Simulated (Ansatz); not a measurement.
Inside the gap of an insulator the Bloch states are evanescent, with a wavenumber k + iκ along the transport direction.

Consider the following.

```yaml
crystal:
  lattice:
    - [4.17472, 0.00000, 0.00000]
    - [-2.08736, 3.61542, 0.00000]
    - [2.08736, -1.20514, 3.40865]
  atoms:
    - { symbol: In, position: [0.00000, 0.00000, 0.00000] }
    - { symbol: P, position: [0.25000, 0.75000, 0.25000] }
```

The cell is taken as given.

Transport runs along the normal of the first two printed cell vectors, the (111) plane of the conventional cell.

No gap correction and no spin-orbit coupling; mid-gap is the computed energy nearest the middle.

### Question
Compute, with r2SCAN run with Ansatz (a first-principles code), the band gap and the smallest decay constant κ at mid-gap.

### Answer
Gap 1.04 eV on a 10×10×10 mesh; κ = 0.067 1/Å, at the zone centre.
